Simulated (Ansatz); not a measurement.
Base system: HfC in the rock salt structure (space group Fm-3m, No. 225; a = 4.607 Å; relaxed with 0.1 eV smearing).

Calculations: plane-wave PAW DFT at the PBEsol level (Ansatz, a first-principles code, 420 eV), spin-orbit coupling left out.

Base values:

The pressure is 0.0 GPa.

One thing is altered: the cell is scaled by 0.9800 in all directions; the atoms relax in the strained cell.

Q: What happens to the pressure?

A: The pressure goes from zero to 16.9 GPa.

Q: What happens to the energy relative to the base?

A: The energy increases by 36 meV/atom.

Stability against distortions was not tested. All final runs are without spin polarisation.
